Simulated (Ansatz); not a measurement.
**AlN under a change: N on a Al site (antisite), symmetric start**

Base system: a 16-atom supercell of AlN in the zinc blende structure (space group F-43m, No. 216; a = 4.370 Å) at its relaxed geometry.

One thing is altered: one Al atom is replaced by N, atoms relaxed at fixed cell.

Method: r2SCAN (Ansatz, a program for electronic structure, PAW, scalar-relativistic without spin-orbit coupling). k-mesh 5×5×5 (Γ-centred); smearing 0.01 eV (Fermi–Dirac).

- Pressure = -2.0 GPa (base 0.0 GPa)
- Energy gained by relaxation = 0.09 eV
- Largest displacement of a host atom from its site in the perfect cell = 0.04 Å
- Mean distance from the defect site to its nearest host atoms = 1.93 Å (base 1.89 Å)

Final structure:

```
CELL_PARAMETERS angstrom
      0.00000     4.36982     4.36982
      4.36982     0.00000     4.36982
      4.36982     4.36982     0.00000
ATOMIC_POSITIONS crystal
  N  0.37506 0.37506 0.37506
  N  0.37506 0.37506 0.87481
  N  0.37506 0.87481 0.37506
  N  0.38197 0.87268 0.87268
  N  0.87481 0.37506 0.37506
  N  0.87268 0.38197 0.87268
  N  0.87268 0.87268 0.38197
  N  0.87268 0.87268 0.87268
  N  0.00000 0.00000 0.00000
  Al 0.00288 0.00288 0.49712
  Al 0.00288 0.49712 0.00288
  Al 0.00288 0.49712 0.49712
  Al 0.49712 0.00288 0.00288
  Al 0.49712 0.00288 0.49712
  Al 0.49712 0.49712 0.00288
  Al 0.50000 0.50000 0.50000
```

The magnetic state is the one reached from the starting moments; the real material's order can differ, and small cells can't hold many antiferromagnetic ones. The cell is small, so the values are those of an ordered compound at a high defect concentration; dilute-limit values will differ. The defect started on the symmetric site and kept its symmetry, so it may sit on a saddle. Starting moments died away, wholly or in part, for N on a Al site (antisite); another magnetic solution may exist. The defect cell is spin-polarised and ends with 0.0 μB. This is not the structure that AlN has at room temperature and ambient pressure.
